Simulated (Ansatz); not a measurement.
# Response to strain in TaC

The parent structure is TaC in the rock salt structure (space group Fm-3m, No. 225; a = 4.440 Å; relaxed with 0.1 eV smearing). Axes: x, y, z lie along the cube axes.

Strains are applied to the cell and any free atomic positions relax; under biaxial strain the out-of-plane vector relaxes too; under stress the whole cell relaxes.

Calculations: PBEsol (Ansatz, a first-principles code; PAW; 420 eV plane waves; spin-orbit coupling left out).

Notes on the quantities. pressure: mean of the normal stresses, compression positive; energy relative to the base: free energy F.

```json
[
 {"change": "base", "pressure": "0.0 GPa", "energy relative to the base": "0 meV/atom", "volume per atom": "10.94 Å³"},
 {"change": "biaxial strain +4.94 %, plane normal [111], relaxed out of plane", "pressure": "-18.1 GPa", "energy relative to the base": "+97 meV/atom", "volume per atom": "11.63 Å³"},
 {"change": "isotropic strain −0.50 %", "pressure": "5.3 GPa", "energy relative to the base": "+2.7 meV/atom", "volume per atom": "10.78 Å³"},
 {"change": "isotropic strain +1.44 %", "pressure": "-13.5 GPa", "energy relative to the base": "+21 meV/atom", "volume per atom": "11.42 Å³"},
 {"change": "uniaxial stress, 5 GPa compression along x", "pressure": "–", "energy relative to the base": "+1.1 meV/atom", "volume per atom": "10.89 Å³"}
]
```

Stability under load was not tested beyond the relaxation. All final runs are without spin polarisation. An odd electron count without spin: TaC.
